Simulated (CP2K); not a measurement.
Worked example: self-consistent single point of CrB (Cmcm, 4 atoms in the cell) in CP2K.

Method of the run: PBEsol, GPW, DZVP-MOLOPT-SR-GTH basis, GTH-PBE potentials (GTH_POTENTIALS) run with CP2K.

The change in words: lattice scaled by 0.98. Reference geometry:
```
CrB
1.0
    4.16062     0.00000     0.00000
   -3.14759     2.72093     0.00000
    0.00000     0.00000     2.90195
Cr B
2 2
Cartesian
  3.09815   0.39557   2.17646
 -2.08512   2.32536   0.72549
  0.98111   1.18377   2.17646
  0.03192   1.53716   0.72549
```

Reference input (self-consistent single point, DFT PBEsol, GPW, DZVP-MOLOPT-SR-GTH basis, GTH-PBE potentials (GTH_POTENTIALS)): CUTOFF = 600 Ry; REL_CUTOFF = 50 Ry; SMEAR/METHOD = FERMI_DIRAC; ELECTRONIC_TEMPERATURE = 1160.45 K; KPOINTS/SCHEME = MONKHORST-PACK 8 8 8; GAMMA_CENTERED = T; XC_FUNCTIONAL = PBE:PBESOL; Cr/BASIS_SET = DZVP-MOLOPT-SR-GTH-q14; Cr/POTENTIAL = GTH-PBE-q14; B/BASIS_SET = DZVP-MOLOPT-SR-GTH-q3; B/POTENTIAL = GTH-PBE-q3; METHOD = GPW. This run's input differs from it in these lines:

```diff
@@ -67,5 +67,5 @@
     &CELL
-      A 4.16061900 0.00000000 0.00000000
-      B -3.14758800 2.72092700 0.00000000
-      C 0.00000000 0.00000000 2.90195000
+      A 4.07740600 0.00000000 0.00000000
+      B -3.08463600 2.66650800 0.00000000
+      C 0.00000000 0.00000000 2.84391100
       PERIODIC XYZ
@@ -73,6 +73,6 @@
     &COORD
-      Cr       3.09815187     0.39556837     2.17646250
-      Cr      -2.08512087     2.32535863     0.72548750
-      B        0.98111046     1.18376650     2.17646250
-      B        0.03192054     1.53716050     0.72548750
+      Cr       3.03618833     0.38765693     2.13293325
+      Cr      -2.04341833     2.27885107     0.71097775
+      B        0.96148801     1.16009097     2.13293325
+      B        0.03128199     1.50641703     0.71097775
     &END COORD
```

The program printed (abridged):

```
 SCF WAVEFUNCTION OPTIMIZATION

  Step     Update method      Time    Convergence         Total energy    Change
     1 NoMix/Diag. 0.30E+00      -     1.19053696      -180.4928113409 -1.80E+02
     2 Broy./Diag. 0.30E+00      -     0.23462245      -187.7236975433 -7.23E+00
     3 Broy./Diag. 0.30E+00      -     0.14730933      -181.9059127866  5.82E+00
     4 Broy./Diag. 0.30E+00      -     0.03651260      -178.7751603609  3.13E+00
     5 Broy./Diag. 0.30E+00      -     0.03303279      -180.0236630950 -1.25E+00
     6 Broy./Diag. 0.30E+00      -     0.00244835      -179.1815613793  8.42E-01
   [... 7 lines left out ...]
    14 Broy./Diag. 0.30E+00      -     0.00000100      -179.1790354267 -7.83E-05
    15 Broy./Diag. 0.30E+00      -     0.00000086      -179.1790299404  5.49E-06
    16 Broy./Diag. 0.30E+00      -     0.00000021      -179.1790186988  1.12E-05
    17 Broy./Diag. 0.30E+00      -     0.00000007      -179.1790168914  1.81E-06
  *** SCF run converged in    17 steps ***

  Overlap energy of the core charge distribution:               0.00000017558510
  Self energy of the core charge distribution:               -310.98687357647174
  Core Hamiltonian energy:                                     84.77703770946127
  Hartree energy:                                              69.24747509176508
  Exchange-correlation energy:                                -22.21367533705176
  Electronic entropic energy:                                  -0.00298095452554
  Fermi energy:                                                 0.58291280970208

  Total energy:                                              -179.17901689143602
  Total energy (extrapolated to T->0):                       -179.17752641417326

   [... lines left out ...]

 STRESS| Analytical stress tensor [bar]
 STRESS|                        x                   y                   z
 STRESS|      x        1.96056275680E+05  -2.29488544961E+03  -2.06174470475E+00
 STRESS|      y       -2.29488544961E+03   1.90745458691E+05   7.67610596174E-01
 STRESS|      z       -2.06174470475E+00   7.67610596174E-01   2.00090519955E+05
 STRESS| 1/3 Trace                                             1.95630751442E+05
```

The run converged in 17 iterations. Against the reference run the free energy goes up by 24.5 meV/atom, the pressure goes from -2.25 to 19.56 GPa and the largest force goes from 0.086 to 0.241 eV/Å.

The starting cell comes from a database of computed structures (which also holds hypothetical and non-ambient phases and stackings), without a prior relaxation at this level. For this run, on top of that: lattice scaled by 0.98. Spin polarisation is off. Values carry the incompleteness of an atom-centred basis. The potentials were made for another functional than the one used. With a pressure of about 20 GPa the cell is away from its equilibrium volume at this level.

Cost on one core of a shared machine: roughly 4 min.
